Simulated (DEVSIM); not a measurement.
**abrupt Si p-n junction**

Device: abrupt Si p-n junction, at 300 K.

```tsv
layer (left to right)	material	thickness (μm)	Nd (cm⁻³)	Na (cm⁻³)	τn (s)	τp (s)
1	Si	11.0	-	8.8e16	9.4e-6	9.4e-7
2	Si	19.0	2.3e16	-	9.4e-7	9.4e-7
```

Left contact: ohmic. Right contact: ohmic. Voltage is applied to the left contact. Recombination: SRH at mid-gap. Mobility is μmin + (μ − μmin)/(1 + (N/Nref)^α).

The device is made up for the run: typed textbook-type constants, with dimensions and the other settings drawn at random. Values at 300 K.

| parameter | Si |
|---|---|
| gap (eV) | 1.124 |
| affinity (eV) | 4.05 |
| permittivity | 11.7 |
| Nc (cm⁻³) | 2.86e19 |
| Nv (cm⁻³) | 3.1e19 |
| μn (cm²/Vs) | 1417 |
| μp (cm²/Vs) | 470 |
| μn,min | 52 |
| μp,min | 45 |
| Nref,n | 9.7e16 |
| Nref,p | 2.2e17 |
| αn | 0.68 |
| αp | 0.72 |

Simulated with DEVSIM: 1D drift-diffusion, Boltzmann statistics, complete ionisation; no tunnelling, impact ionisation, image-force lowering or self-heating.

```json
{
 "potential_step_across_the_device_at_zero_bias": "0.788 V",
 "largest_field_in_the_device_at_zero_bias": "64000 V/cm",
 "Dark forward voltage at 1 A/cm²": "0.659 V",
 "Dark forward voltage at 100 A/cm²": "0.810 V"
}
```

Dark forward current:

| V (V) | J (A/cm²) |
|---|---|
| 0.05 | 2.9e-9 |
| 0.10 | 1.1e-8 |
| 0.15 | 3.3e-8 |
| 0.20 | 1.0e-7 |
| 0.25 | 3.7e-7 |
| 0.30 | 1.6e-6 |
| 0.35 | 8.5e-6 |
| 0.40 | 5.1e-5 |
| 0.45 | 0.00033 |
| 0.50 | 0.0022 |
| 0.55 | 0.015 |
| 0.60 | 0.11 |
| 0.65 | 0.72 |
| 0.70 | 4.6 |
| 0.75 | 24 |
| 0.80 | 84 |
| 0.85 | 210 |
| 0.90 | 410 |
| 0.95 | 690 |
| 1.00 | 1100 |
| 1.05 | 1500 |
| 1.10 | 2000 |

Small-signal capacitance in reverse bias (quasi-static):

```
V (V)  C (nF/cm²)
-----  ----------
-0.04        44.1
-0.1         42.5
-0.2         40.2
-0.3         38.2
-0.4         36.5
-0.6         33.6
-0.8         31.4
-1           29.5
-1.3         27.3
-1.6         25.4
-2           23.5
```
